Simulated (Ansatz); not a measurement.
Worked calculations on one periodic cell of amorphous Hf$_{18}$O$_{41}$P$_{2}$: Hf18O41P2, 61 atoms, volume 788.4 Å³, made by a melt-quench on the CHGNet potential and relaxed with DFT. O atoms were pushed apart under 1.9 Å during the dynamics, to hinder bonds among them. It is a model cell: composition and starting density were chosen by hand, and all elements were melted together. Cycles of charging were run to anneal it. Method: PBE, scalar-relativistic without spin-orbit coupling (plane waves to 420 eV, PAW; Ansatz, a quantum-chemistry and plane-wave program). Sampling: a 2×2×2 Γ-centred mesh; Fermi-Dirac width 0.02 eV; no spin polarisation. Its volume was relaxed, its shape was free, and it stands at a mean pressure of 0.0 GPa with stress components up to 0.1 GPa; the relaxation ran on the zone centre alone. Its density went from a set 8.17 to 8.28 g/cm³. The cell is small and was quenched far faster than a real film, so it is one sample of the glass.

Question: Count formal charges (Hf +4, O -2, P +5). What does the count lead one to expect at the Fermi level, and what does the calculation give?

Answer: 18 × (+4) + 41 × (-2) + 2 × (+5) = 0. The charges balance, so the anion-derived valence states can be full and a gap can open. On this mesh the highest filled and lowest empty level lie 3.83 eV apart, the PBE gap of this cell, with a localised state at one edge or both.

Four energies for an added electron at PBE on the zone centre alone (charged cells in a uniform background, spin-polarised): neutral at the neutral geometry -307852.142 eV; charged at the neutral geometry -307837.127 eV; charged and relaxed -307837.404 eV; neutral at the charged geometry -307851.620 eV.

Question: Find the two relaxation energies and their sum, the reorganisation energy.

Answer: On charging: -307837.127 − (-307837.404) = 0.277 eV. On discharging: -307851.620 − (-307852.142) = 0.522 eV. The sum is 0.799 eV. The carrier's level spreads over 10 of the 61 atoms' worth, so it counts as partly localised, most on one Hf atom with neighbours O 2.02 Å, O 2.05 Å, O 2.07 Å, O 2.21 Å, O 2.25 Å, O 2.32 Å, O 2.43 Å (neutral geometry). The values are uncorrected: the image energy of a point charge in this cell, 2.84 × 14.40 / (2 × 9.2) = 2.2 eV before screening, is screened by electrons alone at the fixed geometry and by ions too after relaxing, and the carrier can be spread before it relaxes, so each term can be off by up to that value times 1/ε∞, some tenths of an eV. PBE's self-interaction favours spread-out carriers, so a hybrid can localise more.

Four energies for a hole at PBE on the zone centre alone (charged cells in a uniform background, spin-polarised): neutral at the neutral geometry -307852.142 eV; charged at the neutral geometry -307863.034 eV; charged and relaxed -307863.245 eV; neutral at the charged geometry -307851.464 eV.

Question: Find the two relaxation energies and their sum, the reorganisation energy.

Answer: On charging: -307863.034 − (-307863.245) = 0.211 eV. On discharging: -307851.464 − (-307852.142) = 0.678 eV. The sum is 0.889 eV. The carrier's level spreads over 3 of the 61 atoms' worth, so it counts as localised, most on one O atom with neighbours Hf 2.07 Å, Hf 2.11 Å, Hf 2.19 Å (neutral geometry). The values are uncorrected: the image energy of a point charge in this cell, 2.84 × 14.40 / (2 × 9.2) = 2.2 eV before screening, is screened by electrons alone at the fixed geometry and by ions too after relaxing, and the carrier can be spread before it relaxes, so each term can be off by up to that value times 1/ε∞, some tenths of an eV. PBE's self-interaction favours spread-out carriers, so a hybrid can localise more.
